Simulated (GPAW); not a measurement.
GPAW run on Nb (Im-3m, 1 atom in the cell): self-consistent single point.

Method of the run: PBE, GPAW PAW datasets PBE (gpaw-data 1.0.1) (plane waves; GPAW).

```
Nb
1.0
   -1.65825     1.65825     1.65825
    1.65825    -1.65825     1.65825
    1.65825     1.65825    -1.65825
Nb
1
Direct
  0.00000   0.00000   0.00000
```

Reference input (self-consistent single point, DFT PBE, plane waves, GPAW PAW datasets PBE (gpaw-data 1.0.1)): mode = pw; ecut = 600 eV; xc = PBE; kpts = 10 10 10; mesh shift (steps) = 0 0 0; occupations.name = fermi-dirac; occupations.width = 0.1 eV; nbands = -7; convergence.density = 1e-05 e/electron; convergence.energy = 1e-05 eV/electron; symmetry.symmorphic = false; symmetry.tolerance = 0.0005. This run's input differs from it in these lines:

```diff
@@ -13,4 +13,4 @@
             xc='PBE',
-            kpts={'size': (10, 10, 10), 'gamma': True},
-            occupations={'name': 'fermi-dirac', 'width': 0.1},
+            kpts=(13, 13, 13),
+            occupations={'name': 'fermi-dirac', 'width': 0.05},
             nbands=-7,
```

Output, abridged:

```
     iter     time        total  log10-change:
                         energy   eigst   dens
iter:   1 --:--:--   -10.958202
iter:   2 --:--:--   -10.864292   -1.63  -1.13
iter:   3 --:--:--   -10.394541   -1.01  -1.16
iter:   4 --:--:--   -10.396534   -2.98  -1.93
iter:   5 --:--:--   -10.376433   -2.01  -1.92
iter:   6 --:--:--   -10.360504   -3.09  -2.07
iter:   7 --:--:--   -10.360156   -4.76  -2.80
iter:   8 --:--:--   -10.359611   -4.15  -2.90
iter:   9 --:--:--   -10.359607   -6.71  -3.96
iter:  10 --:--:--   -10.359610c  -6.64  -4.33
iter:  11 --:--:--   -10.359607c  -6.62  -3.97
iter:  12 --:--:--   -10.359607c  -8.53c -5.38c
Converged after 12 iterations.

Dipole moment: (-0.000000, -0.000000, 0.000000) |e|*Ang

Energy contributions relative to reference atoms: (reference = -103906.147789)

Kinetic:         -2.076279
Potential:       -2.629998
External:        +0.000000
XC:              -5.613623
Entropy (-ST):   -0.010349
Local:           -0.034533
SIC:             +0.000000
--------------------------
Free energy:    -10.364781
Extrapolated:   -10.359607

Showing only first 2 kpts
 Kpt  Band  Eigenvalues  Occupancy
  0     4      5.28798    2.00000
  0     5     11.54130    0.00132
  0     6     11.54130    0.00132
  0     7     11.54130    0.00132

  1     4      5.52603    2.00000
  1     5     11.39558    0.02415
  1     6     11.50382    0.00280
  1     7     11.77026    0.00001

Fermi level: 11.17536

No gap
No difference between direct/indirect transitions
Energy (eV): -10.359607

Forces in eV/Ang:
  0 Nb   -0.00000   -0.00000    0.00000

Stress tensor:
     0.013664     0.000000     0.000000
     0.000000     0.013664    -0.000000
     0.000000    -0.000000     0.013664
Stress (GPa, Voigt): [ 2.1893  2.1893  2.1893 -0.      0.      0.    ]
```

The run converged in 12 iterations. GPAW prints stress with tension positive. Against the reference run the free energy falls by 2.9 meV/atom and the pressure goes from -1.17 to -2.19 GPa.

The starting cell has typed, rounded lattice constants, without a prior relaxation at this level. Its lattice was rescaled by up to half a per cent. Spin polarisation is off.
